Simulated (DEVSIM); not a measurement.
Structure: Ru/Al2O3/SiO2/p-Si capacitor, at 300 K.

| layer (left to right) | material | thickness (nm) | Na (cm⁻³) |
|---|---|---|---|
| 1 | Al2O3 | 3.90 | - |
| 2 | SiO2 | 1.40 | - |
| 3 | Si | 890 | 4.2e17 |

Metal gate on the left, work function 4.7 eV. Fixed charge at the semiconductor interface 0 cm⁻² (in units of +e); no interface traps.

This is a model device: material constants are rounded textbook-type values typed into the input, and sizes, dopings and lifetimes were drawn at random. Values at 300 K.

```tsv
parameter	Al2O3	SiO2	Si
gap (eV)	6.8	9	1.124
affinity (eV)	1.35	0.9	4.05
permittivity	9	3.9	11.7
Nc (cm⁻³)	-	-	2.86e19
Nv (cm⁻³)	-	-	3.1e19
```

Model (solved in DEVSIM): 1D Poisson equation in equilibrium, Boltzmann statistics, complete ionisation; no quantum confinement or tunnelling. Metal contacts follow the ideal Schottky-Mott rule: no Fermi-level pinning, no interface dipoles.

Problem. Tabulate band edges, carrier densities and field at 0.4 V on the gate.

Solution. Energies count from the Fermi level of the right contact; mesh points crowd at the junctions.

| x (μm) | Ec (eV) | Ev (eV) | n (cm⁻³) | p (cm⁻³) | field (V/cm) |
|---|---|---|---|---|---|
| 0.000 | 2.950 | -3.850 | < 1e2 | < 1e2 | 330000 |
| 0.0009614 | 2.982 | -3.818 | < 1e2 | < 1e2 | 330000 |
| 0.002142 | 3.021 | -3.779 | < 1e2 | < 1e2 | 330000 |
| 0.003296 | 3.059 | -3.741 | < 1e2 | < 1e2 | 330000 |
| 0.004350 | 3.564 | -5.436 | < 1e2 | < 1e2 | 770000 |
| 0.004892 | 3.606 | -5.394 | < 1e2 | < 1e2 | 770000 |
| 0.005714 | 0.497 | -0.627 | 1.3e11 | 9.1e8 | 250000 |
| 0.008066 | 0.555 | -0.569 | 1.4e10 | 8.4e9 | 240000 |
| 0.01213 | 0.646 | -0.478 | 4.1e8 | 2.8e11 | 210000 |
| 0.01985 | 0.789 | -0.335 | 1600000 | 7.3e13 | 160000 |
| 0.03610 | 0.965 | -0.159 | 1800 | 6.6e16 | 58000 |
| 0.08378 | 1.013 | -0.111 | 280 | 4.2e17 | 56 |
| 0.1661 | 1.013 | -0.111 | 280 | 4.2e17 | ≈ 0 |
| 0.3337 | 1.013 | -0.111 | 280 | 4.2e17 | ≈ 0 |
| 0.6537 | 1.013 | -0.111 | 280 | 4.2e17 | ≈ 0 |
| 0.7771 | 1.013 | -0.111 | 280 | 4.2e17 | ≈ 0 |
| 0.8358 | 1.013 | -0.111 | 280 | 4.2e17 | ≈ 0 |
| 0.8666 | 1.013 | -0.111 | 280 | 4.2e17 | ≈ 0 |
| 0.8845 | 1.013 | -0.111 | 280 | 4.2e17 | ≈ 0 |
| 0.8906 | 1.013 | -0.111 | 280 | 4.2e17 | ≈ 0 |
| 0.8936 | 1.013 | -0.111 | 280 | 4.2e17 | ≈ 0 |
| 0.8953 | 1.013 | -0.111 | 280 | 4.2e17 | ≈ 0 |
